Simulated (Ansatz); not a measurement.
Base system: Li in the bcc (W type) structure (space group Im-3m, No. 229).

```
CELL_PARAMETERS angstrom
     -1.73874     1.73874     1.73874
      1.73874    -1.73874     1.73874
      1.73874     1.73874    -1.73874
ATOMIC_POSITIONS crystal
  Li 0.00000 0.00000 0.00000
```

Cartesian axes are those of the cell as printed.

Computed with Ansatz (a program for electronic structure) r2SCAN, scalar-relativistic without spin-orbit coupling.

Perturbation: a free-standing slab of 5 layers (5 atoms, 1 a layer) is cut normal to [110], with 15 Å of vacuum and the in-plane cell held at bulk.

Question: What happens to the change of the spacing d12 from its bulk value of 2.459 Å?

Answer: The change of the spacing d12 from its bulk value of 2.459 Å is -4.6 %.

Question: Estimate the effect on the excess energy per area of both faces.

Answer: The excess energy per area of both faces (slab less bulk energy over the cell's area: twice a surface energy) amounts to 1.0 J/m² (uncertain by up to 0.09 J/m²).

The excess energy carries the mismatch between the slab's and the bulk's meshes. Stability against distortions was not tested.
